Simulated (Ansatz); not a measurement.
NiS (R3m, No. 160) was calculated with LDA (Ansatz, a program for electronic structure, PAW).

Numerical settings: plane-wave cutoff 500 eV, 14×14×14 k mesh, Fermi–Dirac smearing 0.05 eV, no spin polarisation, scalar-relativistic PAW data made under PBE.

Computed at the level's own relaxed cell.

**Question.** What does this level give for the volume per atom, lattice constant a and c axis length?

**Answer.** 
volume per atom: 12.81 Å³/atom
lattice constant a: 9.311 Å
c axis length: 3.072 Å

Note: the run has no spin polarisation, so it can have missed a magnetic state; the volume lies 9 % below that of the published cell.
